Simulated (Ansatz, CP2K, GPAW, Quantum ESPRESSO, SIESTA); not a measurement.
**SrYMg₆ (Amm2, 8 atoms in the cell) computed with different codes at matched settings**

Self-consistent single point, at a second geometry (lattice scaled by 0.98). First geometry:

```
SrYMg6
1.0
    5.26014     0.00000     0.00000
    0.00000     3.54636     5.84394
    0.00000    -3.54636     5.84394
Sr Y Mg
1 1 6
Direct
  0.00000   0.59812   0.59812
  0.50000   0.90393   0.90393
  0.50000   0.38620   0.94212
  0.50000   0.94212   0.38620
  0.50000   0.40582   0.40582
  0.00000   0.10925   0.57149
  0.00000   0.57149   0.10925
  0.00000   0.08308   0.08308
```

Shared settings, as Ansatz (a program for electronic structure) writes them: kpoints.mp_grid.grid = 4 3 3; scf.occupations.method = fermi_dirac; scf.occupations.width = 0.0073 Ry. Potentials and cutoffs stand in the table.

```tsv
code	model	ΔF from the first geometry (meV/atom)	pressure (GPa)	largest force (eV/Å)	cutoff
CP2K	LDA (Pade form), GPW, TZVP-MOLOPT-SR-GTH basis, GTH-PADE potentials (GTH_POTENTIALS)	-12.6	-0.27	0.123	grid 500 Ry
SIESTA	LDA PW92, numerical atomic orbitals DZP, PseudoDojo LDA standard norm-conserving potentials (rewritten from UPF to PSML)	4.1	1.82	0.164	grid 350 Ry
Ansatz	LDA (PW92), PAW files made with PBE	-14.3	-0.44	0.118	30.9 Ry
Quantum ESPRESSO	LDA (PZ), GBRV 1.5 ultrasoft (LDA) pseudopotentials	-14.3	-0.46	0.120	40 Ry
GPAW	LDA (Perdew-Wang 92), GPAW PAW datasets LDA (gpaw-data 1.0.1)	-13.8	-0.38	0.109	850 eV
```

Size of the force on each atom (eV/Å): Sizes of forces hide their directions.

```
code                Sr1     Y2    Mg3    Mg4    Mg5    Mg6    Mg7    Mg8
----------------  -----  -----  -----  -----  -----  -----  -----  -----
CP2K              0.029  0.043  0.066  0.066  0.112  0.123  0.123  0.094
SIESTA            0.066  0.077  0.144  0.144  0.042  0.164  0.164  0.019
Ansatz            0.000  0.059  0.058  0.058  0.118  0.103  0.103  0.092
Quantum ESPRESSO  0.001  0.059  0.059  0.059  0.120  0.104  0.104  0.092
GPAW              0.001  0.062  0.049  0.049  0.109  0.103  0.103  0.094
```

The spread over the programs that give each value: ΔF from the first geometry within 18.4 meV/atom; pressure within 2.28 GPa; largest force within 0.055 eV/Å.

CP2K and SIESTA use small atom-centred bases, whose incompleteness enters pressures, forces and empty levels differently from a plane-wave cutoff. Ansatz's pressure is given at a fixed set of plane waves, as the other plane-wave codes print theirs. The same LDA comes in different parametrisations, which differ slightly. In the pressure, SIESTA (by 2.26) lies more than 1 GPa from the median of the plane-wave programs. In the force vectors, SIESTA (by 0.189) lies more than 0.08 eV/Å from the median of the plane-wave programs.

The starting cell comes from a database of computed structures (which also holds hypothetical and non-ambient phases and stackings), without a prior relaxation at this level. For this run, on top of that: lattice scaled by 0.98.

Keys are those of Ansatz 0.2.
